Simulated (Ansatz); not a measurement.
Amorphous cells of 8 compositions: the gap between the highest filled and lowest empty level at the zone centre, by PBE and by a single point of r2SCAN on the same geometry (PBE, scalar-relativistic without spin-orbit coupling (plane waves to 420 eV, PAW; Ansatz, a first-principles code); r2SCAN at 500 eV). The networks come from melt-quench runs on the CHGNet potential at compositions and starting densities chosen by hand, with anions pushed apart in the CHGNet dynamics, and DFT then relaxed them. The cells are small and were quenched far faster than real films, so single cells scatter. Defect or tail levels can set these gaps. The rows are the first to finish with both values and no moments.

| cell | PBE gap x (eV) | r2SCAN gap y (eV) |
|---|---|---|
| A (Hf18O37Ag2, 8.95 g/cm3) | 2.99 | 3.41 |
| B (Hf18O37K2, 8.44 g/cm3) | 3.80 | withheld |
| C (Hf18O37Li2, 8.78 g/cm3) | 3.81 | 4.25 |
| D (Hf18O37Mg, 8.63 g/cm3) | 3.81 | 4.26 |
| E (Hf18O37Sr, 8.87 g/cm3) | 3.90 | 4.38 |
| F (Hf18O37Zn, 8.81 g/cm3) | 4.07 | 4.58 |
| G (Hf18O37Ba, 8.85 g/cm3) | 4.09 | 4.54 |
| H (Hf18O38Ge, 8.72 g/cm3) | 4.10 | 4.58 |

Q: Fit a straight line through the 7 full rows and predict the withheld value for B (Hf18O37K2, 8.44 g/cm3).

A: Means: x = 3.824, y = 4.286. Slope = Σ(Δx Δy) / Σ(Δx²) = 0.9596 / 0.9092 = 1.06; the r.m.s. residual is 0.020. Prediction: 4.286 + 1.06 × (3.80 − 3.824) = 4.26. The run gave 4.26, 0.00 below the line.
